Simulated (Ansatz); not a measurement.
A self-consistent single point of KBa3 (Fm-3m, 4 atoms in the cell) with Ansatz (a program for electronic structure)

Computed with LDA (PW92), default PAW files made with PBE (plane waves; Ansatz).

Input as run:

Ansatz 0.2 input:
```yaml
crystal:
  lattice:
    - [0.00000000, 5.13016500, 5.13016500]
    - [5.13016500, 0.00000000, 5.13016500]
    - [5.13016500, 5.13016500, 0.00000000]
  atoms:
    - { symbol: K, position_ang: [0.00000000, 0.00000000, 0.00000000] }
    - { symbol: Ba, position_ang: [2.56508250, 2.56508250, 2.56508250] }
    - { symbol: Ba, position_ang: [7.69524750, 7.69524750, 7.69524750] }
    - { symbol: Ba, position_ang: [5.13016500, 5.13016500, 5.13016500] }
basis:
  ecutwfc: 420.0 eV
kpoints:
  mp_grid: { grid: [6, 6, 6] }
hamiltonian:
  xc: lda
  pseudopotentials: { kind: paw }
scf:
  occupations: { method: methfessel_paxton, width: 0.272 eV }
output:
  forces: true
  eigenvalues: true
  stress: true
```

The program printed (abridged):

```
WARN ansatz: RAYON_NUM_THREADS=1 ignored (pool sized by the plan → 1); use --threads N
Pseudopotentials: kind: paw
Pseudopotential: K, paw, valence charge 9
Pseudopotential: Ba, paw, valence charge 10
Crystal: 4 atoms, lattice volume = 270.037 Å³
Basis set: ecut = 420 eV, 5209 PW (Γ)
Bands: 24, of which v1, the nominal top of the filled ones, is band 20 counted from 1 (19 counted from 0)
Symmetry: 48 space group operations
Space group: Fm-3m (ITA 225), of the structure as read, at distance tolerance 6.5e-5 Å
k-points: 16 of 216
PAW frozen core: K, regenerated for the run's functional, and the local potential with it
PAW frozen core: Ba, regenerated for the run's functional, and the local potential with it
Initial density: superposition of atomic densities (neutral atoms: chi_scale 0, normalization atom), corrected by the library's trained network
Initial wavefunctions: pseudopotential atomic-orbital guess
Eigensolver: davidson
Functional: x = slater, c = lda
SCF iter   1: F=—  HF=-18834.314786 eV  |F-HF|=—  |Δ(HF+E_count)|=         —  Δρ=3.40e-3  dr2=1.73e-2  ethr=1.77e-3  ⟨swp⟩=9.2  Hψ=4620  notcnv=0
all-band conjugate gradients solve this SCF's bands
automatic band count: the SCF goes on with 28 bands, as 24 were too few: the levels above may hold too much charge
preconditioner: auto → Kerker (q_TF=auto, 1.976 Å⁻¹)
SCF iter   2: F=—  HF=-18834.315136 eV  |F-HF|=—  |Δ(HF+E_count)|=   3.51e-4  S|Δr|=    0.00e0  Δρ=1.86e-3  dr2=6.18e-3  ethr=4.42e-5  ⟨swp⟩=2.4  Hψ=771  notcnv=0
SCF iter   3: F=—  HF=-18834.315032 eV  |F-HF|=—  |Δ(HF+E_count)|=   1.04e-4  S|Δr|=    0.00e0  Δρ=2.66e-4  dr2=3.54e-4  ethr=1.58e-5  ⟨swp⟩=2.6  Hψ=762  notcnv=0
SCF iter   4: F=—  HF=-18834.315126 eV  |F-HF|=—  |Δ(HF+E_count)|=   9.39e-5  S|Δr|=    0.00e0  Δρ=6.79e-5  dr2=3.36e-5  ethr=9.09e-7  ⟨swp⟩=2.0  Hψ=504  notcnv=0
SCF iter   5: F=—  HF=-18834.315044 eV  |F-HF|=—  |Δ(HF+E_count)|=   8.19e-5  S|Δr|=    0.00e0  Δρ=1.73e-5  dr2=3.06e-6  ethr=8.61e-8  ⟨swp⟩=2.0  Hψ=557  notcnv=0
SCF iter   6: F=—  HF=-18834.315043 eV  |F-HF|=—  |Δ(HF+E_count)|=   9.84e-7  S|Δr|=    0.00e0  Δρ=6.07e-6  dr2=3.25e-7  ethr=7.86e-9  ⟨swp⟩=2.1  Hψ=602  notcnv=0
SCF iter   7: F=-18834.315043 eV  HF=-18834.315043 eV  |F-HF|=3.31e-8  |Δ(HF+E_count)|=   7.03e-8  S|Δr|=    0.00e0  Δρ=1.87e-6  dr2=4.59e-8  ethr=2.56e-10  ⟨swp⟩=8.4  Hψ=2204  notcnv=0
SCF 1 converged in 7 iterations: F = -18834.315043 eV  dr2 = 4.59e-8
SCF converged after 7 iterations
Stability not checked (fill_not_monotonic)
Free energy (F): -18834.315043 eV
Harris-Foulkes:  -18834.315043 eV  (|F-HF|=3.31e-8)
Internal energy: -18834.294244 eV  (E = F + TS)
E sigma→0 (E₀):  -18834.309843 eV
Entropy (-TS):   -0.020800 eV (-5.200 meV/atom)
Fermi energy:    4.284844 eV
--- Per-component energies (eV) ---
  E_band       = -421.673854
  E_kinetic    = 749.005140
  E_local      = -1931.099081  (includes V_loc(G=0)·N_el)
  E_nonlocal   = 196.109061
  E_hartree    = 635.292910
  E_xc         = -624.968652
  E_vxc        = -559.817785  (∫ρ·V_xc dr)
  E_paw        = -15915.707096  (= ΣΔE_a)
  E_vpaw       = -146.460651  (= ΣTr[D̂ρ^β])
  E_aug_tail   = -0.000010  (compensation charges beyond the density's cutoff)
  E_ewald      = -1944.031562
  E_core_change = 1.105047  (= ΣΔE_core)
  E_smearing   = -0.020800  (= −TS)
  E_closure    = 0.000000  (closes the sum)
  Σ components = -18834.315043   (vs F -18834.315043, Δ=0.00e0)
--- Forces (eV/Å), atoms counted from 1 ---
  atom   1  K     -0.00000000     0.00000000     0.00000000
   [... zero for the other atoms too ...]
  max |Σ_I F_I| component: 1.16e-18 eV/Å
--- Stress (GPa, compression-positive) ---
       -1.111444       0.000000       0.000000
        0.000000      -1.111444       0.000000
       -0.000000       0.000000      -1.111444
  P = ⅓ Tr σ = -1.1114 GPa (-11.114 kbar)
  The stress holds the Pulay correction. Without it, at fixed plane waves, as pw.x and ABINIT print it: P = -1.1127 GPa
--- Band table (eV; the first three rows and the last of 16) ---
  k-point 0: bands = ["-26.7443", "-24.9800", "-24.9711", "-24.8582", "-10.4473", "-10.4473", "-10.4473", "-10.0991", "-10.0991", "-10.0991", "-10.0893", "-10.0893", "-10.0893", "-9.9021", "-9.9021", "-9.9021", "1.6602", "4.1299", "4.1299", [...]
  k-point 1: bands = ["-26.7443", "-24.9791", "-24.9715", "-24.8588", "-10.4480", "-10.4480", "-10.4477", "-10.1222", "-10.1157", "-10.1157", "-10.0736", "-10.0736", "-10.0559", "-9.9130", "-9.9003", "-9.9003", "1.8283", "4.1974", "4.1974", [...]
  k-point 2: bands = ["-26.7443", "-24.9768", "-24.9726", "-24.8600", "-10.4495", "-10.4495", "-10.4479", "-10.1312", "-10.1312", "-10.1193", "-10.0601", "-10.0601", "-10.0527", "-9.9208", "-9.8966", "-9.8966", "2.2963", "3.8150", "4.3628", [...]
  k-point 15: bands = ["-26.7443", "-24.9745", "-24.9735", "-24.8615", "-10.4551", "-10.4533", "-10.4461", "-10.1739", "-10.1379", "-10.0885", "-10.0819", "-10.0325", "-10.0296", "-9.9331", "-9.8972", "-9.8864", "3.3651", "3.5456", "3.5787", [...]
```

The run converged in 7 iterations.

The starting cell comes from a database of computed structures (which also holds hypothetical and non-ambient phases and stackings), without a prior relaxation at this level. Ansatz's pressure includes its estimate of the finite-basis (Pulay) stress.
